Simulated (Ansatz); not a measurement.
**TaC under a change: strain tensor (xx, yy, zz, yz, xz, xy) = (+1.25, +0.67, +1.73, +1.27, +0.25, −0.99) %**

Base system: TaC in the rock salt structure (space group Fm-3m, No. 225; a = 4.440 Å; relaxed with 0.1 eV smearing). Axes: x, y, z lie along the cube axes.

The change: strain tensor (xx, yy, zz, yz, xz, xy) = (+1.25, +0.67, +1.73, +1.27, +0.25, −0.99) %; the atoms relax in the strained cell.

Computed with plane-wave PAW DFT at the PBEsol level (Ansatz, a quantum-chemistry and plane-wave program, 420 eV), no spin-orbit coupling. Γ-centred 22×22×22 mesh, Fermi–Dirac width 0.1 eV.

* **Volume per atom**: 11.34 Å³ (base 10.94 Å³)
* **Space group**: P-1 (No. 2) (base Fm-3m (No. 225))
* **Shortest interatomic distance**: 2.235 Å (base 2.220 Å)
* **Energy relative to the base (free energy F)**: +22 meV/atom
* **Band gap**: zero (base zero)
* **Stress (xx, yy, zz, yz, xz, xy; compression positive)**: (-11.7, -8.3, -14.2, -4.4, -0.8, 3.5) GPa

No phonon test of stability was made. All final runs are without spin polarisation. An odd electron count without spin: TaC.
